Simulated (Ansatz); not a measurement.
Consider W in the bcc (W type) structure (space group Im-3m, No. 229; a = 3.169 Å). Axes: x, y, z lie along the cube axes.

Method: r2SCAN (Ansatz, a quantum-chemistry and plane-wave program, PAW, no spin-orbit coupling).

Strains are applied to the cell and any free atomic positions relax; under biaxial strain the out-of-plane vector relaxes too.

One change was made to it. Results:

| quantity | base | after |
|---|---|---|
| energy relative to the base (free energy F) | 0 meV/atom | +35 meV/atom |
| band gap | zero | zero |
| pressure (mean of the normal stresses, compression positive) | 0.0 GPa | 11.2 GPa |

Q: What was done to the base?
(A) biaxial strain +0.25 %, plane normal [001], relaxed out of plane
(B) strain tensor (xx, yy, zz, yz, xz, xy) = (+0.82, −0.78, −3.19, +1.03, −0.48, −0.06) %
(C) uniaxial strain ε_yy = +5.82 %

A: B, strain tensor (xx, yy, zz, yz, xz, xy) = (+0.82, −0.78, −3.19, +1.03, −0.48, −0.06) %. For comparison, the energy relative to the base in the other runs: uniaxial strain ε_yy = +5.82 % gives +81 meV/atom; biaxial strain +0.25 %, plane normal [001], relaxed out of plane gives +0.4 meV/atom.

Without a gap, meshes like the base's 21×21×21 leave anisotropic stresses uncertain by several tenths of a GPa, and small strain energies with them. Stability against distortions was not tested. All final runs are without spin polarisation.
